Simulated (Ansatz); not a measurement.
Reference: MgO (Fm-3m), r2SCAN, rigid bands (plane waves, PAW, scalar-relativistic; Ansatz, a quantum-chemistry and plane-wave program); axes and stresses refer to this cell.

```yaml
crystal:
  lattice:
    - [0.00000, 2.10220, 2.10220]
    - [2.10220, 0.00000, 2.10220]
    - [2.10220, 2.10220, 0.00000]
  atoms:
    - { symbol: Mg, position: [0.00000, 0.00000, 0.00000] }
    - { symbol: O, position: [0.50000, 0.50000, 0.50000] }
```

* **Seebeck coefficient, n-type 1e19 cm⁻³**: -178 μV/K
* **Seebeck coefficient, p-type 1e19 cm⁻³**: 505 μV/K
* **hole conductivity mass**: 2.3 mₑ

| Change | Seebeck coefficient, n-type 1e19 cm⁻³ | Seebeck coefficient, p-type 1e19 cm⁻³ | hole conductivity mass |
|---|---|---|---|
| uniaxial stress along [111] of -1 GPa (compression positive) | -178 μV/K | 499 μV/K | 2.3 mₑ |
| uniaxial stress along [111] of 1 GPa (compression positive) | -179 μV/K | 496 μV/K | 2.2 mₑ |
| uniaxial stress zz = -1 GPa (compression positive) | -178 μV/K | 504 μV/K | 2.3 mₑ |
| uniaxial stress zz = -2 GPa (compression positive) | ? | ? | ? |
| uniaxial stress zz = 1 GPa (compression positive) | -179 μV/K | 503 μV/K | ? |
| uniaxial stress zz = 2 GPa (compression positive) | -179 μV/K | 499 μV/K | 2.2 mₑ |

**Question.** Some entries are withheld; supply them.

**Answer.** 
- uniaxial stress zz = -2 GPa (compression positive), Seebeck coefficient, n-type 1e19 cm⁻³: -178 μV/K
- uniaxial stress zz = -2 GPa (compression positive), Seebeck coefficient, p-type 1e19 cm⁻³: 500 μV/K
- uniaxial stress zz = -2 GPa (compression positive), hole conductivity mass: 2.3 mₑ
- uniaxial stress zz = 1 GPa (compression positive), hole conductivity mass: 2.3 mₑ

Masses are for dilute carriers at 300 K, harmonic means over directions unless an axis is named. Seebeck coefficients are for the stated density at 300 K, with one relaxation time for all states and whether or not that doping can be reached. Spin-orbit coupling is left out unless a row names it. Stresses and pressures are the targets of the relaxation.  The structure type is held under load, also where the real crystal would transform.
